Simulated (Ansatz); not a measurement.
NaBeH3 (Pm-3m, No. 221, 5 atoms in the cell; start mp-23729), treated with PBE0 in Ansatz (PAW).

Numerical settings: plane-wave cutoff 460 eV, 6×6×6 k mesh, Fermi–Dirac smearing 0.01 eV, scalar-relativistic PAW data made under PBE.

Cell (relaxed with PBEsol):

```
CELL_PARAMETERS angstrom
      3.32559     0.00000     0.00000
      0.00000     3.32559     0.00000
      0.00000     0.00000     3.32559
ATOMIC_POSITIONS crystal
  Na 0.50000 0.50000 0.50000
  Be 0.00000 0.00000 0.00000
  H  0.50000 0.00000 0.00000
  H  0.00000 0.50000 0.00000
  H  0.00000 0.00000 0.50000
```

What does this level give for the band gap and smallest direct gap on the k points sampled?


band gap: 2.49 eV (on the SCF k mesh) (indirect)
smallest direct gap on the k points sampled: 5.68 eV

Computed values are for the static lattice.

It cost about 50 core-seconds (a rough figure) of CPU time.

A start named mp-… is a Materials Project structure, which need not be a measured phase.

Ansatz is a quantum-chemistry and plane-wave program.
